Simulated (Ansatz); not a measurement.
The parent structure is Rb in the bcc (W type) structure (space group Im-3m, No. 229; a = 5.571 Å; relaxed with 0.1 eV smearing).

Structures relaxed with Kohn–Sham DFT with the PBEsol functional, run in Ansatz (a quantum-chemistry and plane-wave program) with PAW and 420 eV plane waves, no spin-orbit coupling.

Base:

Simulated powder pattern, Cu Kα1, λ = 1.54056 Å (kinematic, ideal powder, no thermal factors, no anomalous dispersion; the 10 strongest lines at most, above 2 %, up to 2θ = 90°):

```tsv
2θ (°)	I/Imax (%)	hkl
22.55	100	(110)
32.10	20	(200)
39.59	45	(211)
46.04	15	(220)
51.85	20	(310)
62.30	23	(321)
71.83	11	(411)
76.39	6.4	(420)
80.86	5.5	(332)
89.66	13	(431)
```

One thing is altered: an isotropic linear strain of +2.00 %; the atoms relax in the strained cell.

After the change:

Simulated powder pattern, Cu Kα1, λ = 1.54056 Å (kinematic, ideal powder, no thermal factors, no anomalous dispersion; the 10 strongest lines at most, above 2 %, up to 2θ = 90°):

```
2θ (°)  d (Å)  I/Imax (%)    hkl
------  -----  ----------  -----
22.10   4.018         100  (110)
31.46   2.841          20  (200)
38.78   2.320          46  (211)
45.09   2.009          15  (220)
50.76   1.797          21  (310)
60.95   1.519          23  (321)
70.21   1.339          11  (411)
74.63   1.271         6.4  (420)
78.96   1.212         5.6  (332)
87.44   1.114          13  (431)
```

The indices refer to the base's conventional cell; one index is shown for lines that coincide.

Stability against distortions was not tested.
